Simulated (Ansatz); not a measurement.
What biaxial strain −1.50 %, plane normal [001], relaxed out of plane does to Hf

Consider Hf in the hcp (Mg type) structure (space group P6_3/mmc, No. 194; a = 3.1174 Å, c = 4.9501 Å; relaxed with 0.1 eV smearing). Axes: x lies along a and z along c of the hexagonal cell.

Now apply this change: compressive biaxial strain of 1.50 % in the plane normal to [001], as in epitaxy on a mismatched substrate; the out-of-plane cell vector and the atoms relax.

All numbers come from LDA (Ansatz, an electronic-structure program), no spin-orbit coupling. Γ-centred 21×21×12 mesh, Fermi–Dirac width 0.1 eV.

```csv
quantity,base,changed,shift
volume per atom,20.83 Å³,20.45 Å³,-0.38 Å³
space group,P6_3/mmc (No. 194),P6_3/mmc (No. 194),–
"pressure (mean of the normal stresses, compression positive)",0.0 GPa,2.2 GPa,+2.2 GPa
band gap,zero,zero,–
out-of-plane strain,–,+1.18 %,–
mean in-plane stress (compression positive),–,+3.2 GPa,–
```

Final structure (turned so that z lies along the plane normal):

```
CELL_PARAMETERS angstrom
      3.07060     0.00000     0.00000
      1.53530     2.65922     0.00000
      0.00000     0.00000     5.00857
ATOMIC_POSITIONS crystal
  Hf 0.66667 0.66667 0.75000
  Hf 0.33333 0.33333 0.25000
```

Cost of the whole job for the changed cell (relaxation, final SCF and bands): very roughly 70 core-seconds.

Stability against distortions was not tested. All final runs are without spin polarisation.
